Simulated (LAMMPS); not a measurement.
Surface tension of liquid Ta over temperature.

Model: classical MD, pair style meam, file library.meam (library.meam-Ta) (LAMMPS).

```
T (K)  surface tension  excess energy
-----  ---------------  -------------
3290   1.17 ± 0.05 N/m       1.7 J/m²
3780   1.09 ± 0.03 N/m       1.7 J/m²
4440   1.03 ± 0.03 N/m       1.7 J/m²
```

Caution: the potential MEAM library.meam-Ta is a first-neighbour MEAM set with a 4 Å cutoff, used here without a parameter file and away from the static properties it was fitted to.

The ± values are statistical; the model's systematic error is not in them.
